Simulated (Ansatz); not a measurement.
Levels about the gap of amorphous Si₂₆O₃₆C₈ (70 atoms in a cell of 977 Å³, 2.38 g/cm³; zone centre alone, so wide bands show as single levels with stretches between that a denser mesh fills), at the geometry that PBE relaxed, where it gives 0.0 GPa on a denser mesh. The participation number counts the atoms over which a state spreads; weights are charges in smoothed Voronoi cells. The levels come from a single point, so bond lengths are those of that geometry. Method of the levels: r2SCAN, scalar-relativistic without spin-orbit coupling (Ansatz, a first-principles code). Sampling: the zone centre alone; Fermi-Dirac width 0.01 eV; collinear spin, started from moments on atoms (the moments died out).

It comes from a melt-quench run on a machine-learned potential (CHGNet), relaxed afterwards by DFT. O atoms were pushed apart under 1.9 Å during the dynamics, to hinder bonds among them. The hot cell started wider than the set density and was brought back towards it in steps. It is the lowest in DFT energy of 2 quenches. It is a model cell: composition and starting density were chosen by hand, and all elements were melted together. No dispersion term was used. A short ab initio anneal came between quench and relaxation. Its density started from a set value of 2.43 and ended at 2.38 g/cm³. The simulated quench (nominally 200 K/ps over its main leg) is rapid and tends to freeze in more defects than a deposited or slowly cooled glass has. Values belong to this one cell and scatter from quench to quench. Volume and shape were free in the relaxation. On a 2×2×2 Γ-centred mesh force components of up to 0.18 eV/Å stay, since the relaxation ran on the zone centre alone.

```tsv
E - E(highest filled), eV	filling	spin	participation number	largest on	weight Si	weight C	weight O
-0.76	filled	dn	6.7	C, 3 neighbours	0.26	0.59	0.15
-0.55	filled	up	6.5	C, 3 neighbours	0.30	0.52	0.18
-0.55	filled	dn	6.5	C, 3 neighbours	0.30	0.52	0.18
-0.31	filled	up	4.6	Si, 2 neighbours	0.66	0.02	0.32
-0.31	filled	dn	4.6	Si, 2 neighbours	0.66	0.02	0.32
0.00	filled	up	7.2	C, 3 neighbours	0.31	0.48	0.21
0.00	filled	dn	7.2	C, 3 neighbours	0.31	0.48	0.21
1.25	empty	dn	9.3	C, 3 neighbours	0.36	0.50	0.14
1.25	empty	up	9.3	C, 3 neighbours	0.36	0.50	0.14
1.83	empty	up	17.8	Si, 3 neighbours	0.53	0.26	0.21
1.83	empty	dn	17.8	Si, 3 neighbours	0.53	0.26	0.21
1.90	empty	dn	17.9	Si, 3 neighbours	0.53	0.25	0.22
1.90	empty	up	17.9	Si, 3 neighbours	0.53	0.25	0.22
2.27	empty	up	7.0	Si, 2 neighbours	0.64	0.02	0.34
```

Most localised among these is the filled level at -0.31 eV, on a Si atom, which has 2 neighbours (O 1.67 Å, O 2.19 Å).
